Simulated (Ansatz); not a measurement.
# Ni$_{3}$Sn (P6_3/mmc): resistivity and electron-phonon coupling

Here is the system:

```
Ni3Sn
1.0
    5.23060     0.00000     0.00000
   -2.61530     4.52983     0.00000
    0.00000     0.00000     4.19186
Ni Sn
6 2
Direct
  0.84050   0.68100   0.25000
  0.15950   0.31900   0.75000
  0.15950   0.84050   0.75000
  0.84050   0.15950   0.25000
  0.31900   0.15950   0.25000
  0.68100   0.84050   0.75000
  0.33333   0.66667   0.25000
  0.66667   0.33333   0.75000
```

The numbers are results of PBEsol, DFPT electron-phonon coupling, linearised Boltzmann equation (plane waves, PAW, scalar-relativistic; Ansatz, a program for electronic structure), not measurements. Geometry: relaxed with this functional, without spin-orbit coupling.

```yaml
resistivity at 300 K: 16.5 (x), 16.5 (y), 6.5 (z) μΩ·cm
resistivity at 77 K: 2.0 (x), 2.0 (y), 0.83 (z) μΩ·cm
electron mean free path at 300 K (weighted by the current that each state carries): 13.2 (x), 13.2 (y), 12.6 (z) nm
density of states at the Fermi level: 2.1 states/(eV·spin·cell)
```

A metal at this level (no band gap). Only scattering by harmonic phonons is included (no impurities, grain boundaries, electron-electron scattering or thermal expansion). Spin-orbit coupling is left out. The run warned that the eigensolver left some states short of its tolerance. Halving the electron mesh (20x20x20) moves the resistivity by up to 5 % at 300 K, the mean free path by up to 5 %. Smearing 0.20 eV; phonons on a 3x3x3 q mesh, which this run doesn't test and which matters most at low temperature.

Treated as nonmagnetic (a ferromagnetic start lost its moment, other orders weren't tried): Ni3Sn (P6_3/mmc).
